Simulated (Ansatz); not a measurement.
## GaP (model structure, started from the beta GaS type, P6₃/mmc, No. 194, 8 atoms in the cell): c axis length by level of theory

No measured value is used here.

```
level (code)         value (Å)
-------------------  ---------
PBE (Ansatz)            13.005
PBEsol (Ansatz)         12.588
PBE-D3(BJ) (Ansatz)     12.645
```

Ansatz's density-functional and Hartree–Fock values are scalar-relativistic unless marked +SOC, with PAW data made under PBE.

A model structure was made by putting elements into a prototype or built by hand; it is no filed structure, need not be a known phase, and can be a saddle point held by its symmetry.

Ansatz is a program for electronic structure.
